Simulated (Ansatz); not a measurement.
Consider interstitial N in fcc Rh, neutral cell. The step: N moves alone to another site; the atom moves 1.66 Å along (-0.25, -0.25, -0.25) of the unit cell; the moving atom starts with neighbours 6 Rh at 2.00 Å and ends with 4 Rh at 1.86 Å. A PBE band in Ansatz (plane-wave PAW, a 2×2×2 k-point mesh shifted by half a step, 32 host sites, 27 SCF runs with any check of the saddle's order, static, no finite-size correction) gives a forward barrier of 1.34 eV. The saddle point's order was not checked, and it lies on a symmetry element of the cell, where a band can be held. Sites that were not tried may lie lower.

Single points at the band's start and saddle point can refine it. Rough cost of one point, in units of the band's mean SCF on the same machine:

| Level | Cost of one point |
|---|---|
| PBE, a 4×4×4 k-point mesh shifted by half a step | about 7 |
| r2SCAN at 500 eV, a 2×2×2 k-point mesh shifted by half a step | about 3 |

Which of these move the barrier by more than 0.1 eV, and how far does each move it?

Not one does. PBE, a 4×4×4 k-point mesh shifted by half a step: -0.02 eV; r2SCAN at 500 eV, a 2×2×2 k-point mesh shifted by half a step: -0.07 eV. Each functional is compared with PBE at the same k-points.

Ansatz is an electronic-structure program.
